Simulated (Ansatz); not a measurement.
A constructed model of the (111)B surface of zinc-blende ZnSe, Se-terminated, 2x2 Se adatom at T1 (bottom of the slab: 2 H on 4 bottom sites)

Method: PBE (plane waves to 420 eV, PAW; Ansatz, an electronic-structure program).

Slab: 35 atoms, 14.9 Å thick at the start with caps and adatoms; k 3x3x1, smearing 0.025 eV, dipole-corrected; 8 atoms held, the rest relaxed; held to the start's symmetry, so lower structures may exist; no spin (no spin-polarised run to compare, though such a face may carry moments), no spin-orbit, no U. The slab shows no gap over 0.04 eV on its mesh. It is one candidate, not shown to be the stable structure of the face.

```
Item                                                            Value
-----------------------------  --------------------------------------
work function of the top face                                 5.87 eV
energy released by relaxation                                 1.66 eV
cost                           about 21 core-minutes (a rough figure)
```
